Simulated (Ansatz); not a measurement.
Start from ZrO2 (space group P4_2/nmc, No. 137; a = 3.621 Å, c = 5.284 Å). Axes: x, y, z lie along a, b, c of the conventional cell.

Computed with PBE (Ansatz, an electronic-structure program; PAW; 420 eV plane waves; no spin-orbit coupling), earlier PAW set.

Strains are applied to the cell and any free atomic positions relax; under biaxial strain the out-of-plane vector relaxes too.

One change was made to it. Results:

```json
[
 {"quantity": "width of the top valence band", "base": "0.87 eV", "after": "1.14 eV"},
 {"quantity": "electron mass", "base": "2.3 mₑ along c, 0.61 mₑ across (at Γ)", "after": "2.3 mₑ out of plane, 0.57 mₑ in plane (at Γ)"},
 {"quantity": "pressure (mean of the normal stresses, compression positive)", "base": "0.00 GPa", "after": "-10.84 GPa"}
]
```

Q: What was done to the base?
(A) biaxial strain −4.02 %, plane normal [001], relaxed out of plane
(B) isotropic strain −2.74 %
(C) isotropic strain +2.75 %
(D) biaxial strain +1.95 %, plane normal [001], relaxed out of plane
(E) biaxial strain +3.48 %, plane normal [001], relaxed out of plane

A: E, biaxial strain +3.48 %, plane normal [001], relaxed out of plane. For comparison, the electron mass in the other runs: isotropic strain +2.75 % gives 2.5 mₑ along c, 0.61 mₑ across (at Γ); biaxial strain +1.95 %, plane normal [001], relaxed out of plane gives 2.3 mₑ out of plane, 0.59 mₑ in plane (at Γ); biaxial strain −4.02 %, plane normal [001], relaxed out of plane gives 2.5 mₑ out of plane, 0.71 mₑ in plane (at Γ); isotropic strain −2.74 % gives 2.1 mₑ along c, 0.60 mₑ across (at Γ).

The levels and masses belong to the bands next to the band gap. Effective masses come from finite differences of ±0.01 Å⁻¹. Stability against distortions was not tested. This is not the structure that ZrO2 has at room temperature and ambient pressure.
